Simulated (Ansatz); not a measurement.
Stishovite (SiO2), treated with PBE (Ansatz, a program for electronic structure, plane waves, PAW).

Numerical settings: plane-wave cutoff 520 eV, 8×8×12 k mesh (along the axes of the cell as run), Fermi–Dirac smearing 0.01 eV, scalar-relativistic PAW data made under PBE.

Shape and atoms are relaxed at each volume.

Pressure at four volumes; x = ln(V/8.047 Å³). One pressure is withheld.

```tsv
V (Å³/atom)	x	P (GPa)
7.725	-0.0408	11.86
8.047	0.0000	-0.01
8.208	0.0198	-4.83
8.369	0.0392	?
```

### Question
Pass a parabola P(x) through the three rows shown, estimate the bulk modulus and its pressure derivative near zero pressure, and predict the withheld pressure.

### Answer
Slopes between the rows: (-0.01 − (11.86))/(0.0000 − (-0.0408)) = -290.93 and (-4.83 − (-0.01))/(0.0198 − (0.0000)) = -243.43 GPa. Their difference over the span 0.0606 is c = 47.50/0.0606 = 783.8 GPa, so P(x) = 11.86 + (-290.93)(x − (-0.0408)) + 783.8 (x − (-0.0408))(x − (0.0000)). At the middle row B = −dP/dx = −[-290.93 + 783.8 × 0.0408] = 259.0 GPa, and B′ = dB/dP = 2c/B = 6.1. At x = 0.0392 the parabola gives -8.96 GPa; the run gives -8.97 GPa. The Birch–Murnaghan fit to the energies at all volumes has B0 = 258 GPa and B′ = 6.0.

Measured, for comparison: bulk modulus 310 ± 1 GPa (300 K, not corrected to a static lattice; as tabulated in arXiv:1001.2066). Computed less measured: bulk modulus -17 %.
